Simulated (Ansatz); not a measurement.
## HgSe: response to strain

Consider HgSe in the zinc blende structure (space group F-43m, No. 216; a = 6.063 Å). Axes: x, y, z lie along the cube axes.

Strains are applied to the cell and any free atomic positions relax.

Level of theory: LDA in Ansatz (plane waves to 420 eV, PAW, no spin-orbit coupling).

Notes on the quantities. energy relative to the base: free energy F; pressure: mean of the normal stresses, compression positive.

```csv
variant,energy relative to the base,pressure,volume per atom
base,0 meV/atom,0.0 GPa,27.86 Å³
uniaxial strain ε_zz = −3.00 %,+5.5 meV/atom,1.9 GPa,27.02 Å³
uniaxial strain ε_zz = −2.50 %,+3.8 meV/atom,1.6 GPa,27.16 Å³
uniaxial strain ε_zz = −1.50 %,+1.4 meV/atom,0.9 GPa,27.44 Å³
uniaxial strain ε_zz = −1.00 %,+0.6 meV/atom,0.6 GPa,27.58 Å³
uniaxial strain ε_zz = +0.50 %,+0.1 meV/atom,-0.3 GPa,28.00 Å³
uniaxial strain ε_zz = +1.00 %,+0.6 meV/atom,-0.6 GPa,28.14 Å³
uniaxial strain ε_zz = +1.50 %,+1.3 meV/atom,-0.8 GPa,28.28 Å³
uniaxial strain ε_zz = +2.00 %,+2.3 meV/atom,-1.1 GPa,28.42 Å³
uniaxial strain ε_zz = +3.00 %,+5.1 meV/atom,-1.6 GPa,28.69 Å³
```

The mesh was chosen for an insulator and is coarse for the gapless case. No phonon test of stability was made. All final runs are without spin polarisation.

Ansatz is a first-principles code.
